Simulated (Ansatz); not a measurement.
Functionals compared on a constructed model of the (0001) surface of hcp Mg, a pseudomorphic layer of Mo in the host's stacking (bottom of the slab: a bare face, its two planes held), in Ansatz (plane waves, PAW). The structure was relaxed with PBE; the other rows are single points on it. Cutoff 420 eV (500 eV for r2SCAN).

Set-up: 7 atoms, 15.4 Å thick at the start; mesh 13x13x1; 0.1 eV smearing; dipole correction on; 2 atoms held, the rest relaxed; symmetry of the start imposed; no spin, no spin-orbit, no U. It is one candidate, not shown to be the stable structure of the face. These notes are the PBE run's.

```json
[
 {"functional": "PBE", "work function of the top face (eV)": "4.88", "rough cost of the single point": "–"},
 {"functional": "RPBE", "work function of the top face (eV)": "4.74", "rough cost of the single point": "roughly 16 core-seconds"},
 {"functional": "r2SCAN", "work function of the top face (eV)": "4.94", "rough cost of the single point": "roughly 40 core-seconds"}
]
```

Ansatz is an electronic-structure program.
